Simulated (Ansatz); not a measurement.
Abridged Ansatz (an electronic-structure program) output:

```
Relaxation: its limit of steps is 60 (relax.max_steps)
Pseudopotential: Cs, paw, valence charge 9
Pseudopotential: Pb, paw, valence charge 14
Pseudopotential: Cl, paw, valence charge 7
Crystal: 5 atoms, lattice volume = 161.140 Å³
Basis set: ecut = 420 eV, 3119 PW (Γ), exchange–correlation on 80×80×80 points (8 copies of the dense FFT grid, shifted against one another)
Bands: 27, of which v1, the nominal top of the filled ones, is band 22 counted from 1 (21 counted from 0)
Symmetry: 48 space group operations
k-points: 20 of 216
Functional: x = pbesol(κ = 0.804, μ = 0.12345679012345678), c = pbesol(β = 0.046)
SCF iter   1: F=—  HF=-20530.493731 eV  |F-HF|=—  |Δ(HF+E_count)|=         —  Δρ=3.47e-3  dr2=2.91e-2  ethr=1.77e-3  ⟨swp⟩=7.7  Hψ=2870  notcnv=0
SCF iter   2: F=—  HF=-20530.484945 eV  |F-HF|=—  |Δ(HF+E_count)|=   8.79e-3  Δρ=1.16e-3  dr2=2.66e-3  ethr=6.62e-5  ⟨swp⟩=2.1  Hψ=906  notcnv=0  defer=4
SCF 1 converged in 6 iterations: F = -20530.484620 eV  dr2 = 1.46e-8
relax step   1: F+E_penalty+E_count = -20530.48461987 eV  Δ(F+E_penalty+E_count) = +0.000e0 eV  max|allowed force component| = 6.569e-29 eV/Å  Δτ_max = 0.0000 Å  P = +3.013 GPa  Ω = 161.140 Å³  (6 SCF iters, dr2 threshold 1.00e-7 eV, accepted)
[... steps on the carried basis left out ...]
relax step   4: F+E_penalty+E_count = -20530.30321002 eV  Δ(F+E_penalty+E_count) = +2.505e-4 eV  max|allowed force component| = 6.690e-29 eV/Å  Δτ_max = 0.0000 Å  P = +4.990 GPa  Ω = 153.804 Å³  stress off target by 1.02e-2 GPa  SCF on the basis re-selected at this cell (its energy is not comparable with the rows above)  (5 SCF iters)
SCF converged after 5 iterations
Free energy (F): -20530.303210 eV
Internal energy: -20530.303210 eV  (E = F + TS)
E sigma→0 (E₀):  -20530.303210 eV
Entropy (-TS):   -0.000000 eV (-0.000 meV/atom)
Fermi energy:    6.785937 eV
--- Forces (eV/Å), atoms counted from 1 ---
  atom   1  Cs     0.00000000    -0.00000000    -0.00000000
  atom   2  Pb    -0.00000000    -0.00000000     0.00000000
  atom   3  Cl    -0.00000000     0.00000000     0.00000000
  atom   4  Cl    -0.00000000     0.00000000    -0.00000000
  atom   5  Cl     0.00000000     0.00000000     0.00000000
--- Stress (GPa, compression-positive) ---
        4.989845       0.000000       0.000000
        0.000000       4.989845       0.000000
        0.000000       0.000000       4.989845
  P = ⅓ Tr σ = 4.9898 GPa (49.898 kbar)
--- Relaxed structure (3 steps of the walk, 3 accepted, 1 SCFs on fresh bases) ---
  cell:  # Å, volume = 153.8041 Å³
    - [5.357834720058281, -2.7284007545485834e-34, 2.5679065925163143e-34]
    - [-2.7284007545485834e-34, 5.357834720058281, 1.2839532962581572e-34]
    - [2.5679065925163143e-34, 1.2839532962581572e-34, 5.357834720058281]
  atoms:
    - { symbol: Cs, position: [1.8875755857575154e-35, -5.898673705483016e-36, -3.90787132986914e-36] }
    - { symbol: Pb, position: [0.5000000000000001, 0.5000000000000001, 0.5000000000000001] }
    - { symbol: Cl, position: [0.5000000000000001, 2.2120026395710116e-36, 0.5000000000000001] }
    - { symbol: Cl, position: [1.2977082151735046e-35, 0.5000000000000001, 0.5000000000000001] }
    - { symbol: Cl, position: [0.5000000000000001, 0.5000000000000001, 3.465470801981697e-36] }
```

What was computed, and what are the main results?

CsPbCl3, 5 atoms in the cell, with PBEsol (Ansatz), spin-orbit coupling left out, from a series relaxed to a target (pressure 5 GPa). The last SCF converged to F = -20530.303210 eV, or -4106.0606 eV per atom, at a pressure of 4.99 GPa. The total energy compares only with runs of the same code, potentials and settings.

Spin-orbit coupling, missing from the scalar runs, can matter with Pb. Load acts through the strain it causes; cell and atoms are relaxed under it. Whether these cells are dynamically stable was not tested. Competing high-pressure phases were not computed. The cell was made from CsPbCl3 in the cubic perovskite structure (space group Pm-3m, No. 221) by this change: pressure 5 GPa. Many cubic perovskites are stable only at high temperature; tilts and polar distortions were not tested. This is not the structure that CsPbCl3 has at room temperature and ambient pressure.

Keys are those of Ansatz 0.2.
